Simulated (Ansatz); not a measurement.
An Ansatz (an electronic-structure program) input (PBEsol (Ansatz, PAW, without spin-orbit coupling)):

Ansatz 0.2 input:
```yaml
crystal:
  lattice:
    - [0, 3.0507992652, 3.0202912725]
    - [3.0507992652, 0, 3.0202912725]
    - [3.0507992652, 3.0507992652, 0]
  atoms:
    - { symbol: Pb, position: [0, 0, 0] }
    - { symbol: Se, position: [0.5, 0.5, 0.5] }
basis: { ecutwfc: 420, ecutrho_ratio: 4, xc_grid: 2, fft_grid_basis: typed }
kpoints: { mp_grid: { grid: [9, 9, 9] } }
hamiltonian:
  xc: pbesol
  dispersion: none
  pseudopotentials: { kind: paw }
scf: { occupations: { method: fermi_dirac, width: 0.05 }, convergence: { dr2_threshold: 0.0000000002 } }
relax: { f_tol: 0.005, max_steps: 50 }
output: { forces: true, stress: true }
checkpoint: { write: state.ck, write_every: 1000 }
```

Which symmetry and how many k-points will the program report, and about how many plane waves at Γ?

Space group I4/mmm (ITA 139) with 16 operations, k-points 75 of 729, and 1067 plane waves at Γ.

And the final pressure?

0.56 GPa (compression positive).

The cells carry an imposed strain or load. Stability against distortions was not tested. The cell was made from PbSe in the rock salt structure (space group Fm-3m, No. 225) by this change: uniaxial strain ε_zz = −1.00 %.
